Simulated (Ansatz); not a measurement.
Functionals compared on the (0001) surface of hcp Zr, clean 1x1 (bottom of the slab: a bare face, its two planes held), in Ansatz (plane waves, PAW). The structure was relaxed with PBE; the other rows are single points on it. Cutoff 420 eV (500 eV for r2SCAN).

Model: 6-atom slab, 12.9 Å thick at the start, 13x13x1 mesh, Fermi-Dirac 0.1 eV, dipole correction, 2 atoms held, the rest relaxed; symmetry of the start imposed; no spin, no spin-orbit, no U. These notes are the PBE run's.

| functional | work function of the top face (eV) | rough cost of the single point |
|---|---|---|
| PBE | 4.18 | – |
| LDA | 4.38 | roughly 12 core-seconds |
| PBEsol | 4.26 | roughly 13 core-seconds |
| RPBE | 4.06 | about 17 core-seconds (a rough figure) |
| r2SCAN | ___ | very roughly 30 core-seconds |

### Question
Fill in the missing entries.

### Answer

- r2SCAN, work function of the top face (eV): 4.26

Ansatz is an electronic-structure program.
